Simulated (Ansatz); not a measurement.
**CaC2 (within 0.1 Å of Immm, No. 71, 6 atoms in the cell; start mp-642822)**

These are LDA (plane waves, PAW; Ansatz, an electronic-structure program) values and carry that method's errors.

Numerical settings: plane-wave cutoff 500 eV, 12×12×6 k mesh (along the axes of the cell as run), gaussian smearing 0.02 eV, scalar-relativistic PAW data made under PBE.

Cell (relaxed at this level):

```cif
data_C4Ca2
_chemical_formula_sum 'Ca2 C4'
_space_group_name_H-M_alt 'Immm'
_space_group_IT_number 71
_space_group_name_Hall '-I 2 2'
_cell_length_a 3.68102
_cell_length_b 4.79524
_cell_length_c 5.18039
_cell_angle_alpha 90.000
_cell_angle_beta 90.000
_cell_angle_gamma 90.000
loop_
_space_group_symop_operation_xyz
  'x, y, z'
  '-x, -y, -z'
  '-x, -y, z'
  'x, y, -z'
  'x, -y, -z'
  '-x, y, z'
  '-x, y, -z'
  'x, -y, z'
  'x+1/2, y+1/2, z+1/2'
  '-x+1/2, -y+1/2, -z+1/2'
  '-x+1/2, -y+1/2, z+1/2'
  'x+1/2, y+1/2, -z+1/2'
  'x+1/2, -y+1/2, -z+1/2'
  '-x+1/2, y+1/2, z+1/2'
  '-x+1/2, y+1/2, -z+1/2'
  'x+1/2, -y+1/2, z+1/2'
loop_
_atom_site_label
_atom_site_type_symbol
_atom_site_symmetry_multiplicity
_atom_site_Wyckoff_symbol
_atom_site_fract_x
_atom_site_fract_y
_atom_site_fract_z
_atom_site_occupancy
Ca1 Ca 2 b 0.50000 0.00000 0.00000 1
C1 C 4 g 0.00000 0.36984 0.00000 1
```

```json
{
  "band_gap": "2.00 eV (on the SCF k mesh)"
}
```

Static lattice: no zero-point or thermal effects.

The result took around 5 core-minutes (rough).

A start named mp-… is a Materials Project structure, which need not be a measured phase.
